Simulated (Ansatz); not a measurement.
Base system: Ta in the bcc (W type) structure (space group Im-3m, No. 229; a = 3.305 Å). Axes: x, y, z lie along the cube axes.

Method: plane-wave PAW DFT at the r2SCAN level (Ansatz, a program for electronic structure, 500 eV), without spin-orbit coupling.

Before the change:

The shortest interatomic distance comes out as 2.862 Å.

It is then changed as follows: a free-standing slab of 3 layers (3 atoms, 1 a layer) is cut normal to [110], with 15 Å of vacuum and the in-plane cell held at bulk.

### Question
What happens to the shortest interatomic distance, change of the spacing d12 from its bulk value of 2.337 Å and excess energy per area of both faces?

### Answer
The shortest interatomic distance decreases by 0.065 Å, from 2.862 Å to 2.797 Å; the change of the spacing d12 from its bulk value of 2.337 Å comes out as -3.4 %; the excess energy per area of both faces (slab less bulk energy over the cell's area: twice a surface energy) comes out as 5.2 J/m² (uncertain by up to 0.06 J/m²).

Slab and bulk use different k-meshes, which limits the precision of the excess energy. Whether these cells are dynamically stable was not tested. The final runs are not spin-polarised.
